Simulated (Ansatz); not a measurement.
Base system: FeGe in the rock salt structure (space group Fm-3m, No. 225; a = 5.022 Å; ferromagnetic; a hypothetical phase, not in the database extracts checked). Axes: x, y, z lie along the cube axes.

Computed with r2SCAN (Ansatz, a first-principles code; PAW; 500 eV plane waves; without spin-orbit coupling).

Base values:

```
Property                              Result
-----------------------------  -------------
Shortest interatomic distance        2.511 Å
Magnetic state                 ferromagnetic
Largest site moment                  2.97 μB
```

Modification: the symmetric strain tensor [-0.0069 -0.0027 -0.0066; -0.0027 0.0045 0.0032; -0.0066 0.0032 -0.0046], atoms relaxed at fixed cell.

### Question
How does this affect the shortest interatomic distance, energy relative to the base, magnetic state and largest site moment?

### Answer
The shortest interatomic distance shrinks by 0.017 Å (2.511 Å → 2.494 Å); the energy grows by 0.6 meV/atom; the magnetic state remains ferromagnetic; the largest site moment hardly moves (2.97 μB against 2.95 μB).

Other magnetic orders, which the real material may have, were not ruled out. Without a gap, meshes like the base's 16×16×16 leave anisotropic stresses uncertain by several tenths of a GPa, and small strain energies with them. Stability against distortions was not tested.
